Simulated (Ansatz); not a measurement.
The parent structure is CdIn$_{2}$Te$_{4}$ (space group I-4, No. 82; a = 6.234 Å, c = 12.420 Å).

The values are results of Ansatz (an electronic-structure program) PBEsol, no spin-orbit coupling, not measurements.

Strains are applied to the cell and any free atomic positions relax.

One change was made to it. Results:

```csv
quantity,base,after
gap character,direct at Γ,direct at Γ
"valence-band top at Γ (three highest levels, from the VBM)","0.00, 0.00, -0.21 eV","0.00, 0.00, -0.38 eV"
band gap,0.80 eV,0.71 eV
```

Q: Which of these changes matches the shifts?
A. isotropic strain −1.50 %
B. isotropic strain −3.00 %
C. isotropic strain −0.75 %

A: B, isotropic strain −3.00 %. For comparison, the band gap in the other runs: isotropic strain −0.75 % gives 0.79 eV; isotropic strain −1.50 % gives 0.78 eV.

Spin-orbit coupling, missing from the scalar runs, can matter with Te. Whether these cells are dynamically stable was not tested.
